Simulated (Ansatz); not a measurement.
TcB$_{2}$ (P6_3/mmc), PBEsol, DFPT electron-phonon coupling, linearised Boltzmann equation in Ansatz (an electronic-structure program): phonon-limited resistivity 2.96 μΩ·cm at 300 K along z (a = (2.88, 0.00, 0.00) Å; b = (-1.44, 2.49, 0.00) Å; c = (0.00, 0.00, 7.41) Å), 4.65 μΩ·cm at 400 K, current-weighted mean free path 26 nm, Drude plasma energy 7.64 eV.

Q: What is the classical skin depth at 10 GHz (nonmagnetic, μ₀ = 1.257×10⁻⁶ H/m)?

A: δ = √(ρ/(π f μ₀)) = 866 nm.

Q: Estimate the electronic thermal conductivity at 300 K by the Wiedemann-Franz law (L₀ = 2.44×10⁻⁸ W·Ω/K²).

A: L₀T/ρ = 2.44×10⁻⁸ × 300/(2.96×10⁻⁸) = 247 W/(m·K). Inelastic scattering puts the true Lorenz number somewhat under L₀ near and below the Debye temperature.

Q: What Drude relaxation time do resistivity and plasma energy imply?

A: ω_p = 1.16e16 s⁻¹, so τ = 1/(ε₀ ω_p² ρ) = 28.3 fs, a damping ħ/τ of 23.2 meV.

A metal at this level (no band gap). Only scattering by harmonic phonons is included (no impurities, grain boundaries, electron-electron scattering or thermal expansion). Spin-orbit coupling is left out. Halving the electron mesh (32x32x12) moves the resistivity by up to 1 % at 300 K, the mean free path by up to 2 %. Smearing 0.20 eV; phonons on a 6x6x2 q mesh, which this run doesn't test.

Computed structure with no diffraction record at hand here (it may be known, metastable or hypothetical): TcB2 (P6_3/mmc).
